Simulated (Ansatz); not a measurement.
Base system: Ag in the fcc (Cu type) structure (space group Fm-3m, No. 225; a = 4.104 Å; relaxed with 0.1 eV smearing). Axes: x, y, z lie along the cube axes.

Level of theory: Ansatz (an electronic-structure program) r2SCAN, spin-orbit coupling left out.

For the base:

| Item | Result |
|---|---|
| Shortest interatomic distance | 2.902 Å |
| Pressure | 0.0 GPa |

Now apply this change: tensor shear ε_xy = +0.57 % (engineering shear γ = 0.0114); the atoms relax in the strained cell.

Estimate the effect on the shortest interatomic distance, pressure and energy relative to the base.

The shortest interatomic distance decreases by 0.0165 Å to 2.886 Å; the pressure (mean of the normal stresses, compression positive) remains 0.0 GPa; the energy goes up by 0.3 meV/atom.

Stability against distortions was not tested.
